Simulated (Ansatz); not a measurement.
## Fluorite PbF2 (high-temperature phase)

Computed with PBE in Ansatz (PAW).

Settings: plane-wave cutoff 520 eV, 8×8×8 k mesh, scalar-relativistic PAW data made under PBE.

Cell (relaxed at this level):

Space group Fm-3m (No. 225); a = b = c = 6.0013 Å, α = β = γ = 90.00°

| atom | site | symmetry | x | y | z |
|---|---|---|---|---|---|
| Pb | 4a | m-3m | 0.0000 | 0.0000 | 0.0000 |
| F | 8c | -43m | 0.2500 | 0.2500 | 0.2500 |
(The calculation used a cell of 3 atoms; values per cell refer to that cell.)

```yaml
elastic constant C11: 102 GPa
elastic constant C12: 48.6 GPa
elastic constant C44: 20.2 GPa
Voigt–Reuss–Hill bulk modulus: 66.5 GPa
Voigt–Reuss–Hill shear modulus (Hill average): 22.6 GPa
young_modulus: 61.0 GPa
poisson_ratio: 0.347
```

Measured, for comparison: elastic constant C11 96.1 ± 0.09 GPa, elastic constant C44 20.8 ± 0.01 GPa (room temperature, not corrected to a static lattice; as tabulated in Jamieson, Manghnani, Matsui, Ming, J. Geophys. Res. 91, 4643 (1986)). Computed (rounded) less measured: elastic constant C11 +6 %, elastic constant C44 -3 %. A static lattice is as a rule a little smaller and stiffer than an uncorrected measurement, which narrows the difference in the elastic constant C11 and would widen misses of the other sign.

Elastic constants are with the ions relaxed.

Spin–orbit coupling is not included; it can shift volumes and moduli of such heavy elements.

Computed values are for the static lattice.

Ansatz is an electronic-structure program.
